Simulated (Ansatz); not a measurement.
# Hypothetical rock salt SnC, response to strain

Take SnC in the rock salt structure (space group Fm-3m, No. 225; a hypothetical phase, not in the database extracts checked; relaxed with 0.1 eV smearing) as the base.

```
CELL_PARAMETERS angstrom
      0.00000     2.40074     2.40074
      2.40074     0.00000     2.40074
      2.40074     2.40074     0.00000
ATOMIC_POSITIONS crystal
  C  0.00000 0.00000 0.00000
  Sn 0.50000 0.50000 0.50000
```

Cartesian axes are those of the cell as printed.

Strains are applied to the cell and any free atomic positions relax; under biaxial strain the out-of-plane vector relaxes too.

Calculations: PBE (Ansatz, a program for electronic structure), spin-orbit coupling left out.

Candidates:
(a) biaxial strain −0.32 %, plane normal [110], relaxed out of plane
(b) strain tensor (xx, yy, zz, yz, xz, xy) = (−0.56, +0.33, +0.07, +0.21, +0.96, −2.14) %
(c) biaxial strain −1.33 %, plane normal [001], relaxed out of plane

Notes on the quantities. energy relative to the base: free energy F.

Question: Order them by energy relative to the base, highest first.

Answer: (b) strain tensor (xx, yy, zz, yz, xz, xy) = (−0.56, +0.33, +0.07, +0.21, +0.96, −2.14) % (+11 meV/atom), (c) biaxial strain −1.33 %, plane normal [001], relaxed out of plane (+4.2 meV/atom), (a) biaxial strain −0.32 %, plane normal [110], relaxed out of plane (+0.3 meV/atom)

Stability against distortions was not tested. All final runs are without spin polarisation.
